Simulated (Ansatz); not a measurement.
# The (10-11) surface of wurtzite ZnS (a metastable polymorph) in its 1x1 cell (cut with top plane Zn, bottom plane Zn), relaxed from an ideal cut (the real face may reconstruct), with unlike faces, outermost plane spacing 0.26 Å in the ideal cut

Computed with HSE06, at the PBE geometry (plane waves to 420 eV, PAW; Ansatz, a first-principles code).

Model: 16-atom slab, S8Zn8, 9.8 Å thick at the start (thin: gaps and levels are the slab's own), 4x2x1 mesh, Fermi-Dirac 0.025 eV, dipole correction, single point; on the structure that PBE left under its start's symmetry; no spin, no spin-orbit, no U.

surface energy (mean of two unlike faces): 0.75 J/m^2
gap of the slab on its k-mesh: 1.76 eV
highest filled level below the top vacuum level: 4.71 eV
cost: very roughly 40 core-minutes
